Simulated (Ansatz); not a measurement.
**Amorphous Si24O36N8**

The cell was made by melting and quenching with the CHGNet potential and then relaxed with DFT. O and N atoms were pushed apart under 1.9 Å during the dynamics, to hinder bonds among them. The hot cell started wider than the set density and was brought back towards it in steps. It is the lowest in DFT energy of 2 quenches. It is a model cell: composition and starting density were chosen by hand, and all elements were melted together. No dispersion term was used.

Methods: PBE, scalar-relativistic without spin-orbit coupling (Ansatz, a first-principles code); r2SCAN, scalar-relativistic without spin-orbit coupling (Ansatz); PBE0, scalar-relativistic without spin-orbit coupling (Ansatz). Geometry, pressure, stress and energy are those of the PBE run. Its sampling: a 2×2×2 Γ-centred mesh; Fermi-Dirac width 0.02 eV; no spin polarisation. Other functionals are single points at the zone centre (r2SCAN at 500 eV; exact exchange cut at the cell's faces), free to take moments where seeds were set. At PBE the levels at the filled edge of the gap are localised (band-tail or defect states), and the nearest spread-out levels lie 4.5 eV apart at the zone centre.

The number of atoms in the cell comes out as 68 and the density (volume relaxed, without dispersion) is 2.53 g/cm³. The volume per atom is 13.15 Å³ and the pressure on a 2×2×2 Γ-centred mesh comes out as 0.04 GPa. The largest force and stress component on that mesh (the relaxation ran on the zone centre alone) is 0.05 eV/Å and 0.1 GPa and the level gap on a 2×2×2 Γ-centred mesh (PBE) is 4.18 eV. The level gap at the zone centre (PBE) comes out as 4.21 eV and the level gap at the zone centre (r2SCAN) is 4.79 eV. The level gap at the zone centre (PBE0) is 6.59 eV.

Bonds are counted up to Si-Si 2.60 Å, Si-O 1.90 Å, Si-N 2.02 Å, O-O 1.58 Å, O-N 1.64 Å, N-N 1.70 Å. Two cations that share two anions don't count as bonded, nor two that share one unless they lie closer than Si-Si 2.38 Å.

- Mean coordination of Si by anions = 4.00 (24 with 4)
- Mean coordination of O = 2.00 (36 with 2)
- Mean coordination of N = 3.00 (8 with 3)
- Mean Si-O bond = 1.645 Å (spread 0.023 Å, 72 counted)
- Mean Si-N bond = 1.743 Å (spread 0.036 Å, 24 counted)

Its density started from a set value of 2.77 g/cm³. The simulated quench (nominally 150 K/ps over its main leg) is rapid and tends to freeze in more defects than a deposited or slowly cooled glass has. A cell of this size samples the disorder only roughly. Volume and shape were free in the relaxation.
